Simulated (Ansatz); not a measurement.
## GaSb in the rock salt structure (space group Fm-3m, No. 225; a hypothetical phase, not in the database extracts checked)

```
CELL_PARAMETERS angstrom
      0.00000     2.84833     2.84833
      2.84833     0.00000     2.84833
      2.84833     2.84833     0.00000
ATOMIC_POSITIONS crystal
  Sb 0.00000 0.00000 0.00000
  Ga 0.50000 0.50000 0.50000
```

The values are results of PBEsol, PAW, 420 eV (Ansatz, a program for electronic structure; no spin-orbit coupling), not measurements. k-mesh 14×14×14 (Γ-centred); smearing 0.05 eV (Fermi–Dirac).

| Property | Value |
|---|---|
| Volume per atom | 23.11 Å³ |
| Density | 6.88 g/cm³ |
| Band gap | zero |
| Total energy | -5075.619 eV/atom (σ→0; compares only within this code and set-up) |

No phonon test of stability was made. All final runs are without spin polarisation.
